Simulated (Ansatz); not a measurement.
The reference is CdS in the wurtzite structure (space group P6_3mc, No. 186; a = 4.1966 Å, c = 6.8302 Å).

One thing is altered: a hydrostatic pressure of 7 GPa.

Levels (all Ansatz, a first-principles code, PAW, earlier PAW set): PBE (420 eV, no spin-orbit coupling); r2SCAN (500 eV, no SOC); HSE06 (420 eV, no SOC); PBE+SOC (420 eV, spin-orbit coupling included).

One geometry, relaxed with PBE, under each level:

The valence-band top lists the three highest levels at Γ (Kramers pairs under SOC), from the VBM.

```tsv
level	band gap	lowest conduction level above the VBM at special points	valence-band top at Γ	electron mass	hole mass	pressure
PBE	1.34 eV	Γ 1.34 eV; A 2.98 eV; L 3.50 eV; M 3.83 eV	0.00, 0.00, -0.06 eV	0.13 mₑ along c, 0.14 mₑ across (at Γ)	–	7.00 GPa
r2SCAN	1.81 eV	Γ 1.81 eV; A 3.45 eV; L 3.89 eV; M 4.25 eV	–	0.16 mₑ along c, 0.17 mₑ across (at Γ)	–	5.71 GPa
HSE06	2.38 eV	Γ 2.38 eV; A 4.08 eV; L 4.53 eV	–	–	–	–
PBE+SOC	1.33 eV	Γ 1.33 eV; A 2.96 eV; L 3.48 eV; M 3.82 eV	0.00, -0.02, -0.08 eV	0.13 mₑ along c, 0.14 mₑ across (at Γ)	1.6 mₑ along c, 0.27 mₑ across (at Γ)	6.93 GPa
```

Single points use the geometry relaxed with PBE. Their cutoffs differ, which shifts pressures a little. Differences between runs with and without spin-orbit coupling are approximate. Load acts through the strain it causes; cell and atoms are relaxed under it. Effective masses come from finite differences of ±0.01 Å⁻¹. No phonon test of stability was made. Measured, CdS leaves this structure (for rock salt) near 2.54 GPa (temperature not stated; as listed in Datta, Sujoy, Jana, Debnarayan, arXiv (2020)), on rising pressure, with hysteresis.
